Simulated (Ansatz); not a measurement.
Consider the following.

```
PbF2
1.0
    0.00000     2.94037     2.94037
    2.94037     0.00000     2.94037
    2.94037     2.94037     0.00000
Pb F
1 2
Direct
  0.00000   0.00000   0.00000
  0.25000   0.25000   0.25000
  0.75000   0.75000   0.75000
```

No spin polarisation.

The values are results of PBE (Ansatz, a program for electronic structure; PAW; 420 eV plane waves; scalar-relativistic without spin-orbit coupling), not measurements. Γ-centred 10×10×10 mesh, Fermi–Dirac width 0.05 eV.

**Question.** What gap character does the calculation give?

**Answer.** Indirect, W → X.

**Question.** What is the computed space group?

**Answer.** Fm-3m (No. 225).

**Question.** What band gap does the calculation give?

**Answer.** 4.41 eV.

Spin-orbit coupling, missing from the scalar runs, can matter with Pb. The cells carry an imposed strain or load. Stability against distortions was not tested. The cell was made from PbF2 in the fluorite structure (space group Fm-3m, No. 225) by this change: isotropic strain −2.00 %.
